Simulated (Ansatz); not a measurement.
SiO2: stress against strain

SiO2 (quartz, P3_221, 12.223 Å³/atom at rest, c along z) under an equal strain ε in the (0001) plane with the normal axis free, as in a coherent film. LDA in Ansatz, a plane-wave DFT program (PAW, default set), 420 eV, 8×8×6 Γ-centred mesh, Fermi-Dirac smearing 0.05 eV; ions are relaxed within the symmetry of each cell. Stress is positive for a compressed cell.

Here s stands for strain and y for stress xx.

| strain (%) | stress xx (GPa) |
|---|---|
| -1.50 | 1.35 |
| -0.75 | 0.65 |
| 0.00 | 0.00 |
| 0.75 | -0.61 |
| 1.50 | -1.18 |
| 3.00 | ? |

Fit y of the 5 rows that show it with a straight line. Means: s 0, y 0.042. About the means, the sum of products is -4.7400 and the sum of squares of s is 5.6250; the slope is their ratio. Least squares gives y = 0.042 - 0.8427·s. Residuals (row less fit): 0.044, -0.024, -0.042, -0.020, 0.042; standard error 0.046 (degrees of freedom: 3). The slope gives the biaxial elastic modulus of this plane = 84 ± 2.0 GPa.

Question: Estimate the missing y (s = 3.00); what did the run itself give?

Answer: y = 0.042 - 0.8427 × 3.00 = -2.486 GPa. The calculation gives -2.20 GPa, 0.286 GPa above the prediction (8.1 % of the range of y in the table). The row lies outside the fitted rows, so this is an extrapolation. From the scatter of the fitted rows alone, a prediction at this place has a standard error of 0.078 GPa, so the miss is 3.7 times that.

One order more, fitted to all 9 runs of the series, follows each within 0.01, so the miss is the next term of a smooth law. Rows are the converged runs of the series near zero and its far end; series whose fitted rows scatter by over a few per cent of the range, as at a crossing or softening among them, aren't shown in this form. Most that stay on the fit to the last digits aren't either.
